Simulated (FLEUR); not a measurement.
A series of runs on Sc₂BC₂ (I4/mmm, 5 atoms in the cell)

```
CELL_PARAMETERS angstrom
     -1.64566     1.64566     5.28155
      1.64566    -1.64566     5.28155
      1.64566     1.64566    -5.28155
ATOMIC_POSITIONS crystal
  B  0.00000 0.00000 0.00000
  Sc 0.34759 0.34759 0.00000
  Sc 0.65241 0.65241 0.00000
  C  0.13816 0.13816 0.00000
  C  0.86184 0.86184 0.00000
```

Base run A: PBEsol, all-electron FLAPW (FLEUR), scalar-relativistic valence in FLEUR, self-consistent single point.

Its settings: Kmax = 4.8 1/bohr; GmaxXC = 14.4 1/bohr; xcFunctional = PBEs; jspins = 1; l_soc = F; mode = gauss; fermiSmearingEnergy = 0.00183747 Htr; mesh (inpgen div1-3) = 5 5 5; inpgen gamma flag = false; Gmax = 14.4 1/bohr; numbands = 0; maxIterBroyd = 99; imix = Anderson; alpha = 0.05; precondParam = 0; minDistance = 1e-05 me/bohr^3; ctail = T; kcrel = 0; coretail_lmax = 0; theta = 0.

The starting cell comes from a database of published, mostly measured structures (it also holds non-ambient and calculated ones), without a prior relaxation at this level. Its lattice was rescaled by a random factor within 2.5 % of one. Values depend on the basis (sphere radii, cutoffs, local orbitals), which need not be converged.

ΔE is the total energy (no entropy term) per atom less that of run A. 

| run | kpt_div, kpt_gamma | ΔE (meV/atom) | k-points | basis size |
|---|---|---|---|---|
| A | 5 5 5, false | 0.00 | 18 | 731 |
| B | 3 3 3, false | 46.0 | 6 | 731 |
| C | 4 4 4, true | -0.95 | 13 | 734 |
| D | 4 4 4, false | 5.1 | 11 | 735 |
| E | 6 6 6, false | -6.0 | 28 | 735 |

Run D against A: The total energy rises by 5.1 meV/atom.

Run B against A: The total energy goes up by 46.0 meV/atom.
